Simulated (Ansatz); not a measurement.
## Bi2Te2S (R3m, No. 160, 5 atoms in the cell; start mp-1227335; a measured phase of this formula has another space group)

Level of theory: LDA (Ansatz, an electronic-structure program, PAW).

Settings: plane-wave cutoff 520 eV, 10×10×10 k mesh, Fermi–Dirac smearing 0.01 eV, scalar-relativistic PAW data made under PBE.

Cell (relaxed at this level):

```xyz
5
Lattice="2.1146 1.2208 9.5435 -2.1146 1.2208 9.5435 0.0000 -2.4417 9.5435" Properties=species:S:1:pos:R:3 pbc="T T T"
Bi     0.0000     0.0000    11.5439
Bi     0.0000     0.0000    16.9448
Te     0.0000     0.0000    28.4890
Te     0.0000     0.0000    22.8401
S      0.0000     0.0000     6.0734
```

For Bi2Te2S (R3m, No. 160, 5 atoms in the cell; start mp-1227335; a measured phase of this formula has another space group), the band gap is 0.46 eV.

Spin–orbit coupling is not included; with these elements it can move the gap by several tenths of an eV or more.

Computed values are for the static lattice.

A start named mp-… is a Materials Project structure, which need not be a measured phase.
